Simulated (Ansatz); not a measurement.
Amorphous B$_{18}$Li$_{24}$O$_{39}$, 81 atoms at 1.94 g/cm³, one PBE-relaxed geometry, zone centre. Methods: PBE, scalar-relativistic without spin-orbit coupling (Ansatz, a quantum-chemistry and plane-wave program); r2SCAN, scalar-relativistic without spin-orbit coupling (Ansatz); HSE06, scalar-relativistic without spin-orbit coupling (Ansatz). Plane waves to 420 eV (r2SCAN 500 eV); exact exchange is cut at the cell's faces. At PBE the levels at the filled edge of the gap are localised (band-tail or defect states), and the nearest spread-out levels lie 5.2 eV apart at the zone centre. All rungs ran without spin polarisation.

Preparation: random packing, a CHGNet melt and quench, and a DFT relaxation. O atoms were pushed apart under 1.9 Å during the dynamics, to hinder bonds among them. The hot cell started wider than the set density and was brought back towards it in steps. It is the lowest in DFT energy of 2 quenches. It is a model cell: composition and starting density were chosen by hand, and all elements were melted together. No dispersion term was used. Its density started from a set value of 1.96 and ended at 1.94 g/cm³. Cooling (nominally 260 K/ps over its main leg) ran many orders faster than in experiment, which tends to leave more defects and strain. One small periodic cell is one sample of the glass; other quenches scatter about these values. Volume and shape were free in the relaxation.

The relaxation ran on the zone centre alone. At PBE the level gap is 4.48 eV on a 2×2×2 Γ-centred mesh, and the spacing at the zone centre alone 4.51 eV.

Task: What zone-centre spacing does r2SCAN give, roughly?

Result: 4.95 eV (+0.45 eV against PBE).

Task: What zone-centre spacing does HSE06 give, roughly?

Result: 6.14 eV (+1.63 eV against PBE).

The highest filled and the lowest empty state spread over these numbers of atoms (participation numbers): PBE: 5.3 and 60.8; r2SCAN: 5.2 and 57.5; HSE06: 5.0 and 57.9.
